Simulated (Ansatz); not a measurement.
Given:

```
CELL_PARAMETERS angstrom
      3.07094     0.00000     0.00000
     -1.53547     2.65951     0.00000
      0.00000     0.00000    10.05329
ATOMIC_POSITIONS crystal
  Si 0.00000 0.00000 0.50032
  Si 0.00000 0.00000 0.00032
  Si 0.33333 0.66667 0.25024
  Si 0.66667 0.33333 0.75024
  C  0.00000 0.00000 0.31286
  C  0.00000 0.00000 0.81286
  C  0.33333 0.66667 0.06222
  C  0.66667 0.33333 0.56222
```

No spin polarisation.

Level of theory: Kohn–Sham DFT with the PBE functional, run in Ansatz (a quantum-chemistry and plane-wave program) with PAW and 420 eV plane waves, spin-orbit coupling left out. k-mesh 12×12×4 (Γ-centred); smearing 0.05 eV (Fermi–Dirac).

### Question
Predict the width of the top valence band, band gap, smallest direct gap and valence-band top at Γ.

### Answer
* **Width of the top valence band**: 2.46 eV
* **Band gap**: 2.23 eV
* **Smallest direct gap**: 3.35 eV
* **Valence-band top at Γ (three highest levels, from the VBM)**: 0.00, 0.00, -0.05 eV

The cells carry an imposed strain or load. Stability against distortions was not tested. The cell was made from SiC (space group P6_3mc, No. 186) by this change: isotropic strain −0.75 %.
